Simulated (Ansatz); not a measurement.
**CdSe: element substitutions**

Take CdSe in the zinc blende structure (space group F-43m, No. 216; a = 6.082 Å) as the base.

Each row replaces one element on all its sites; cell and atoms are relaxed.

Calculations: Ansatz (an electronic-structure program) PBEsol, spin-orbit coupling left out, earlier PAW set.

```
variant  band gap  lattice parameter a
-------  --------  -------------------
base      0.48 eV              6.082 Å
Se → Pt      zero              6.006 Å
Cd → In      zero              6.465 Å
Se → Te   0.65 eV              6.489 Å
```

Spin-orbit coupling, missing from the scalar runs, can matter with Pt and Te. Stability against distortions was not tested. As relaxed here, CdPt and InSe are hypothetical phases, not in the database extracts checked. All final runs are without spin polarisation. An odd electron count without spin: InSe.
